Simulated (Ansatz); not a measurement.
A periodic model of amorphous In₉Ga₉Zn₉O₃₉Mo:

```xyz
67
Lattice="9.5279 0.0654 0.0736 0.0654 9.9229 -0.0529 0.0736 -0.0529 9.0004" Properties=species:S:1:pos:R:3 pbc="T T T"
In     1.3531     9.7052     2.3946
In     6.0334     7.3285     1.0614
In     8.8266     8.8947     0.5580
In     6.5659     2.0204     8.6618
In     3.4922     1.3257     7.6005
In     1.0206     8.9077     6.0569
In     3.1052     7.6639     8.3919
In     9.0682     6.5139     7.3836
In     6.6156     8.9168     6.6553
Ga     8.6644     7.0915     3.5831
Ga     6.9619     9.4278     3.1552
Ga     8.7995     2.2653     2.0005
Ga     3.9359     9.6887     4.6858
Ga     1.6747     2.1326     4.4791
Ga     0.2162     2.9347     7.7787
Ga     6.4588     4.1414     2.6490
Ga     8.3861     1.5379     5.4615
Ga     3.3208     4.4726     3.4381
Zn     4.2134     4.4168     0.4975
Zn     4.4332     1.6586     2.1909
Zn     1.6432     5.8523     5.2385
Zn     5.0477     6.8998     4.2304
Zn     9.1490     5.3723     1.4865
Zn     5.3294     2.2232     4.9831
Zn     1.8815     2.8890     1.1053
Zn     2.3665     6.8447     2.1304
Zn     8.0701     4.5001     5.3002
O      5.7216     5.2638     1.4055
O      1.3974     8.2633     0.8224
O      5.0006     5.1788     5.4359
O      7.5443     9.8777     4.9707
O      5.1780     0.4280     3.4724
O      0.7151     1.1623     5.8318
O      2.6857     4.5810     1.6794
O      6.9821     2.5171     1.7373
O      9.4367     4.4874     6.7398
O      5.7099     7.3835     7.9080
O      2.0706     3.9358     4.6844
O      4.9148     8.3733     5.4782
O      9.5165     7.1757     5.2358
O      3.2385     6.2873     3.8829
O      1.6467     6.8953     7.0209
O      7.2248     6.1637     6.3192
O      8.8825     8.8837     2.8508
O      0.1002     0.8403     0.9958
O      7.0825     2.8371     5.1116
O      2.7473     9.3864     7.2681
O      5.5668     0.7968     7.2937
O      8.6890     8.7261     7.4224
O      0.6291     6.2053     2.7212
O      9.3825     2.1414     3.7381
O      2.2387     9.1063     4.2009
O      6.2046     4.0343     7.7774
O      3.5328     1.5497     5.4060
O      2.0067     2.6628     8.1552
O      9.4448     3.6187     0.7866
O      8.3115     1.8724     7.5251
O      3.9554     7.6965     1.2797
O      2.4147     1.6609     2.6606
O      6.7963     9.3973     1.1723
O      6.6826     7.5018     3.2878
O      3.9597     5.5967     7.9749
O      7.9029     5.0216     3.3992
O      4.4256     2.3540     0.3724
O      4.8520     3.3845     3.3430
O      8.2230     6.7316     0.3932
Mo     5.5914     5.5311     7.0581
```

The numbers are results of PBE, scalar-relativistic without spin-orbit coupling (plane waves to 420 eV, PAW; Ansatz, an electronic-structure program), not measurements.

A CHGNet melt-quench gave the starting glass, which DFT then relaxed. O atoms were pushed apart under 1.9 Å during the dynamics, to hinder bonds among them. The hot cell started wider than the set density and was brought back towards it in steps. It is the lowest in DFT energy of 2 quenches. It is a model cell: composition and starting density were chosen by hand, and all elements were melted together. No dispersion term was used. Its density started from a set value of 5.79 and ended at 5.79 g/cm³. The quench (nominally 260 K/ps over its main leg) was far faster than any real one, so the model tends to hold more defects than a real film. One small periodic cell is one sample of the glass; other quenches scatter about these values. The volume was held where the preparation left it and the shape relaxed, at a PBE pressure of 2.2 GPa. Stress components on the final sampling reach 2.3 GPa.

Bonds are counted up to In-In 3.12 Å, In-Ga 2.90 Å, In-Zn 2.90 Å, In-O 2.50 Å, In-Mo 3.08 Å, Ga-Ga 2.68 Å, Ga-Zn 2.68 Å, Ga-O 2.36 Å, Ga-Mo 2.86 Å, Zn-Zn 2.68 Å, Zn-O 2.46 Å, Zn-Mo 2.86 Å, O-O 1.58 Å, O-Mo 2.42 Å, Mo-Mo 3.04 Å. Two cations that share two anions don't count as bonded, nor two that share one unless they lie closer than In-In 3.04 Å, In-Ga 2.82 Å, In-Zn 2.82 Å, In-Mo 3.00 Å, Ga-Ga 2.61 Å, Ga-Zn 2.61 Å, Ga-Mo 2.78 Å, Zn-Zn 2.61 Å, Zn-Mo 2.78 Å, Mo-Mo 2.95 Å.

Question: Give the coordination numbers, mean bond lengths and angles.

Answer: 
| Property | Result |
|---|---|
| Mean coordination of In by anions | 5.44 (5 with 5, 4 with 6) |
| Mean coordination of Ga by anions | 4.44 (5 with 4, 4 with 5) |
| Mean coordination of Zn by anions | 4.11 (8 with 4, 1 with 5) |
| Mean coordination of O | 3.36 (2 with 2, 21 with 3, 16 with 4) |
| Mean coordination of Mo by anions | 5.00 (1 with 5) |
| Mean In-O bond | 2.188 Å (spread 0.070 Å, 49 counted) |
| Mean Ga-O bond | 1.931 Å (spread 0.092 Å, 40 counted) |
| Mean Zn-O bond | 2.032 Å (spread 0.116 Å, 37 counted) |
| Mean O-Mo bond | 1.870 Å (spread 0.102 Å, 5 counted) |
| Bond angle at In | mean 104.9°, spread 29.0° |
| Bond angle at Ga | mean 107.6°, spread 20.8° |
| Bond angle at Zn | mean 108.2°, spread 21.6° |
| Bond angle at O | mean 111.2°, spread 16.2° |
| Bond angle at Mo | mean 106.1°, spread 23.1° |

Question: List the pairs of like atoms that count as bonded by the rules above.

Answer: There are none by these rules.
